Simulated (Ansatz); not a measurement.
The reference is ZnSe in the zinc blende structure (space group F-43m, No. 216; a = 5.6333 Å). Axes: x, y, z lie along the cube axes.

Calculations: DFT with PBEsol, PAW potentials and a 420 eV plane-wave cutoff in Ansatz (a program for electronic structure), no spin-orbit coupling.

Now apply this change: the cell is scaled by 1.0050 in all directions, atoms relaxed at fixed cell.

Task: Predict the stress tensor and what it implies for the stiffness.

Result: Stress of the strained cell less that of the base (GPa, compression positive):
```
  -0.94    0.00    0.00
   0.00   -0.94    0.00
   0.00    0.00   -0.94
```

Then B = −ΔP/(ΔV/V₀) with ΔV/V₀ = 0.0151 gives secant stiffness values (nonlinear terms included at this strain): B ≈ 63 GPa.

Stability against distortions was not tested.
